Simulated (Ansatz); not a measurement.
**How far PBE and r2SCAN part for BaTiO3, pressure 100 GPa**

Base system: BaTiO3 in the cubic perovskite structure (space group Pm-3m, No. 221; a = 4.019 Å).

(Cell as relaxed with PBE.)

Levels (all Ansatz, a program for electronic structure, PAW): PBE (420 eV, without spin-orbit coupling); r2SCAN (500 eV, without spin-orbit coupling).

Each level relaxes its own structure.

| base | PBE | r2SCAN |
|---|---|---|
| volume per atom | 12.99 Å³ | 12.74 Å³ |
| lattice parameter a | 4.019 Å | 3.994 Å |
| band gap | 1.78 eV | 2.17 eV |

Perturbation: cell and atoms relaxed at a pressure of 100 GPa.

```tsv
quantity	PBE	r2SCAN
shift of the gap caused by the change	+0.17 eV	+0.22 eV
hole mass (degenerate bands, along [100])	0.29, 0.87, 0.87 mₑ (at Γ)	0.29, 0.89, 0.89 mₑ (at Γ)
gap character	direct at Γ	direct at Γ
band gap	1.95 eV	2.39 eV
```

PBE's shift of the gap caused by the change lies 0.05 eV below r2SCAN's; PBE's band gap lies 0.44 eV below r2SCAN's; the two agree on the gap character. Neither level is exact; r2SCAN is the comparison here, not a measurement.

Load acts through the strain it causes; cell and atoms are relaxed under it. Masses are band curvatures over ±0.01 Å⁻¹ around the edge. Whether these cells are dynamically stable was not tested. Competing high-pressure phases were not computed. All final runs are without spin polarisation. Many cubic perovskites are stable only at high temperature; tilts and polar distortions were not tested. This is not the structure that BaTiO3 has at room temperature and ambient pressure.
